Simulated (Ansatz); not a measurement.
Worked example: relaxation of the atoms of CaMg (Pmm2, 4 atoms in the cell) in Ansatz (a quantum-chemistry and plane-wave program).

Computed with LDA (PW92), default PAW files made with PBE (plane waves; Ansatz).

The change in words: one atom moved by 0.15 angstrom; relax: default → atoms; relax.f_tol: default → 0.2 eV/Å. Reference geometry:
```yaml
crystal:
  lattice:
    - [5.69089, 0.00000, 0.00000]
    - [0.00000, 3.90916, 0.00000]
    - [0.00000, 0.00000, 5.71262]
  atoms:
    - { symbol: Ca, position: [0.75000, 0.50000, 0.74543] }
    - { symbol: Ca, position: [0.25000, 0.50000, 0.25457] }
    - { symbol: Mg, position: [0.75000, 0.00000, 0.24229] }
    - { symbol: Mg, position: [0.25000, 0.00000, 0.75771] }
```

Reference input (self-consistent single point, DFT, LDA (PW92), plane waves, default PAW files made with PBE): basis.ecutwfc = 420 eV; kpoints.mp_grid.grid = 6 9 6; hamiltonian.xc = lda; hamiltonian.pseudopotentials = {kind: paw} (the program's default PAW files); scf.occupations.method = fermi_dirac; scf.occupations.width = 0.1 eV. This run's input differs from it in these lines:

```diff
@@ -7,3 +7,3 @@
   atoms:
-    - { symbol: Ca, position: [0.75000000, 0.50000000, 0.74543000] }
+    - { symbol: Ca, position: [0.75000000, 0.50000000, 0.77168800] }
     - { symbol: Ca, position: [0.25000000, 0.50000000, 0.25457000] }
@@ -20,2 +20,4 @@
   occupations: { method: fermi_dirac, width: 0.1 }
+relax:
+  f_tol: 0.2
 output:
```

Output, abridged:

```
   [... SCF lines of the steps left out ...]
relax step   1: F+E_penalty+E_count = -7348.76569789 eV  Δ(F+E_penalty+E_count) = +0.000e0 eV  max|allowed force component| = 3.164e-1 eV/Å  Δτ_max = 0.0000 Å  (6 SCF iters, dr2 threshold 1.00e-4 eV, accepted)
relax step   2: F+E_penalty+E_count = -7348.78743523 eV  Δ(F+E_penalty+E_count) = -2.174e-2 eV  max|allowed force component| = 9.272e-2 eV/Å  Δτ_max = 0.0703 Å  (6 SCF iters, accepted)
the relaxation is at rest under the 4 symmetry operations that the run kept from its start: a minimum is not shown …
Free energy (F): -7348.787435 eV
Internal energy: -7348.675898 eV  (E = F + TS)
E sigma→0 (E₀):  -7348.731667 eV
Entropy (-TS):   -0.111537 eV (-27.884 meV/atom)
Fermi energy:    4.961997 eV
--- Forces (eV/Å), atoms counted from 1 ---
  atom   1  Ca     0.00000000     0.00000000    -0.09272006
  atom   2  Ca     0.00000000     0.00000000     0.03264034
  atom   3  Mg     0.00000000     0.00000000     0.07613003
  atom   4  Mg     0.00000000     0.00000000    -0.01605876
--- Stress (GPa, compression-positive) ---
       -2.356608       0.000000       0.000000
   [... lines left out ...]
--- Relaxed structure (2 steps of the walk, 2 accepted, 0 SCFs on fresh bases) ---
  F+E_penalty+E_count = -7348.78743523 eV   max|allowed force component| = 9.272e-2 eV/Å
  atoms:
    - { symbol: Ca, position: [0.75, 0.5, 0.7593865539463612] }
    - { symbol: Ca, position: [0.25, 0.5, 0.25659894849964515] }
    - { symbol: Mg, position: [0.75, 0.0, 0.2495971499499038] }
    - { symbol: Mg, position: [0.25, 0.0, 0.7606753476040895] }
```

The run converged.  The full log also holds: “iter 4 did not close the SCF: its close was put off for the readings that it lacked (scf_convergence_deferred on its scf_iter line)”. The full log also holds: “iter 5 did not close the SCF: its close was put off for the readings that it lacked (scf_convergence_deferred on its scf_iter line)”.

Summary of the result:
```
Quantity                                                 Value
-----------------------------------------------  -------------
Free energy E − TS (on the zero of these files)  -7348.7874 eV
Fermi level (on the code's own zero)                   4.96 eV
Pressure                                             -2.35 GPa
Largest force (vector length)                       0.093 eV/Å
Relaxation steps                                             2
```

The starting cell comes from a database of computed structures (which also holds hypothetical and non-ambient phases and stackings), without a prior relaxation at this level. Its lattice was rescaled by up to half a per cent. For this run, on top of that: one atom moved by 0.15 angstrom. The relaxation keeps the symmetry of its start, so its end need not be a minimum. Ansatz's pressure includes its estimate of the finite-basis (Pulay) stress.

Cost on one core of a shared machine: roughly 80 s.

Keys are those of Ansatz 0.2.
